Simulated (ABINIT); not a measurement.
Band structure of ZnSe (F-43m, 2 atoms in the cell).

```
ZnSe
1.0
    0.00000     2.82027     2.82027
    2.82027     0.00000     2.82027
    2.82027     2.82027     0.00000
Zn Se
1 1
Direct
  0.00000   0.00000   0.00000
  0.75000   0.75000   0.75000
```

Method: PBE, PAW (JTH v2.0 PBE PAW) (plane waves; ABINIT 10.0.3).

Settings: pseudos = [Zn.GGA_PBE-JTH.xml, Se.GGA_PBE-JTH.xml]; ecut = 30 Ha; pawecutdg = 60 Ha; pawxcdev = 0; ixc = 11; occopt = 3; tsmear = 0.02 eV; ngkpt = 10 10 10; nshiftk = 1; shiftk = 0 0 0; potentials = JTH v2.0 PBE PAW; kptopt = 1; nstep = 60.

The starting cell comes from a database of computed structures (which also holds hypothetical and non-ambient phases and stackings), without a prior relaxation at this level. Its lattice was rescaled by a random factor within 2.5 % of one.

Question: Predict the gap along the standard path and the places of the band edges.

Answer: The gap along the path is 1.35 eV, direct at Γ to within 0.01 eV.

Levels in eV from the top of the valence band on the SCF mesh, bands 6 to 13:
```tsv
point	6	7	8	9	10	11	12	13
Γ	-6.21	0.00	0.00	0.00	1.35	5.81	5.81	5.81
X	-6.02	-4.81	-2.24	-2.24	2.95	3.45	10.84	11.38
W	-5.89	-4.76	-2.82	-2.73	5.48	5.62	7.02	7.72
K	-5.93	-4.79	-3.16	-1.83	3.57	5.63	9.11	9.34
L	-6.04	-5.32	-0.89	-0.89	2.56	6.39	6.39	8.63
U	-5.93	-4.79	-3.16	-1.83	3.57	5.63	9.11	9.34
```
